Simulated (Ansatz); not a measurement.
# Si (diamond structure), cut as (111) film, 28 layers, ended by OH

Cell contents Si28O2H2 (32 atoms). Vacuum separates the object from its periodic images.

Calculation: PBE (plane waves to 420 eV, PAW; Ansatz, a quantum-chemistry and plane-wave program).

k-points: Γ-centred 8×8×1 mesh; occupations: Fermi-Dirac, 0.020 eV; spin polarisation not allowed. Spin-orbit coupling is left out.

 The in-plane lattice is held at the bulk value.

The electronic character is not metallic and the Kohn-Sham band gap comes out as 0.62 eV. The character of the gap on the mesh and a band path of the cell's zone comes out as indirect (the cell's symmetry is low, so an edge off the path may lie nearer), the k-point of the valence-band top (reciprocal lattice units) is (0.000, 0.000, 0.000) and the k-point of the conduction-band bottom (reciprocal lattice units) comes out as (0.444, 0.000, 0.000). The depth of the highest filled level under the vacuum level comes out as 4.34 eV, the depth of the lowest empty level under the vacuum level comes out as 3.72 eV and the weight of the highest filled level on the outer atoms and the ending comes out as 0.26. The weight of the lowest empty level on the outer atoms and the ending comes out as 0.01, the change of bonding against the cut is none and the number of neighbours within 2.842 Å (ending not counted) comes out as 3 for 2 atoms, 4 for 26 atoms. The mean Si-Si distance (least to greatest) comes out as 2.368 Å (2.359 to 2.369) and the cost of relaxation and final run is very roughly 0.6 core-hours.
